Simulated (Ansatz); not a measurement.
The starting structures come from a database of crystals and need not be the phases stable at ambient conditions.

# Evanescent states of CsBrF (I4/mmm, 6 atoms a cell, 30.9 Å³ an atom) along the normal of (110)

Level of theory: r2SCAN (plane waves, PAW; Ansatz, an electronic-structure program).

The gap is the functional's own. No spin-orbit coupling. Mid-gap values are those at the computed energy nearest the middle.

Energies count from the valence-band top; κ is the least over a 6×4 mesh across the current.

| E (eV) | κ (1/Å) | where |
|---|---|---|
| 0.07 | 0.189 | off Γ |
| 0.23 | 0.308 | off Γ |
| 0.38 | 0.366 | off Γ |
| 0.53 | 0.378 | off Γ |
| 0.68 | [?] | off Γ |
| 0.82 | [?] | off Γ |
| 0.97 | [?] | off Γ |
| 1.12 | [?] | off Γ |
| 1.27 | [?] | off Γ |
| 1.43 | [?] | off Γ |
| 1.57 | [?] | off Γ |
| 1.73 | [?] | off Γ |
| 1.88 | [?] | off Γ |
| 2.02 | [?] | off Γ |
| 2.17 | [?] | off Γ |
| 2.33 | 0.369 | off Γ |
| 2.48 | 0.348 | off Γ |
| 2.62 | 0.313 | off Γ |
| 2.77 | 0.243 | off Γ |

Q: Complete the blanks.

A: 
- 0.68, κ (1/Å): 0.387
- 0.82, κ (1/Å): 0.394
- 0.97, κ (1/Å): 0.399
- 1.12, κ (1/Å): 0.403
- 1.27, κ (1/Å): 0.405
- 1.43, κ (1/Å): 0.406
- 1.57, κ (1/Å): 0.405
- 1.73, κ (1/Å): 0.403
- 1.88, κ (1/Å): 0.399
- 2.02, κ (1/Å): 0.393
- 2.17, κ (1/Å): 0.383
